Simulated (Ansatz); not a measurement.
Consider InSe in the beta-GaS type structure (space group P6_3/mmc, No. 194; a = 4.032 Å, c = 16.763 Å; layered, stacked along the Cartesian z axis). Axes: x lies along a and z along c of the hexagonal cell.

The values are results of PBE-D3(BJ) (Ansatz, a quantum-chemistry and plane-wave program), no spin-orbit coupling, earlier PAW set, not measurements.

For the base:

The shortest interatomic distance is 2.660 Å and the electron mass comes out as 0.042 mₑ along c, 0.11 mₑ across (at Γ).

It is then changed as follows: tensile biaxial strain of 0.54 % in the plane normal to [001], as in epitaxy on a mismatched substrate; the out-of-plane cell vector and the atoms relax.

Q: Estimate the effect on the in-plane stress.

A: The mean in-plane stress (compression positive) amounts to -0.4 GPa.

Q: How does this affect the shortest interatomic distance?

A: The shortest interatomic distance rises by 0.005 Å to 2.665 Å.

Q: Predict the new electron mass.

A: The electron mass goes from 0.042 mₑ along c, 0.11 mₑ across (at Γ) to 0.033 mₑ out of plane, 0.11 mₑ in plane (at Γ).

The levels and masses belong to the bands next to the band gap. Effective masses come from finite differences of ±0.01 Å⁻¹. Whether these cells are dynamically stable was not tested.
